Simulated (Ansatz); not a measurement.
System: Al2Cu (I4/mcm, No. 140). Method: r²SCAN+rVV10 (Ansatz, a quantum-chemistry and plane-wave program, PAW).

Settings: plane-wave cutoff 560 eV, 14×14×14 k mesh, Fermi–Dirac smearing 0.05 eV, no spin polarisation, scalar-relativistic PAW data made under PBE.

Shape and atoms are relaxed at each volume.

Pressure at four volumes; x = ln(V/14.312 Å³). One pressure is withheld.

```csv
V (Å³/atom),x,P (GPa)
13.739,-0.0409,5.22
14.312,0.0000,0.00
14.598,0.0198,-2.20
14.884,0.0392,?
```

Question: Pass a parabola P(x) through the three rows shown, estimate the bulk modulus and its pressure derivative near zero pressure, and predict the withheld pressure.

Answer: Slopes between the rows: (0.00 − (5.22))/(0.0000 − (-0.0409)) = -127.63 and (-2.20 − (0.00))/(0.0198 − (0.0000)) = -111.11 GPa. Their difference over the span 0.0607 is c = 16.52/0.0607 = 272.2 GPa, so P(x) = 5.22 + (-127.63)(x − (-0.0409)) + 272.2 (x − (-0.0409))(x − (0.0000)). At the middle row B = −dP/dx = −[-127.63 + 272.2 × 0.0409] = 116.5 GPa, and B′ = dB/dP = 2c/B = 4.7. At x = 0.0392 the parabola gives -4.15 GPa; the run gives -4.16 GPa. The Birch–Murnaghan fit to the energies at all volumes has B0 = 116 GPa and B′ = 4.6.
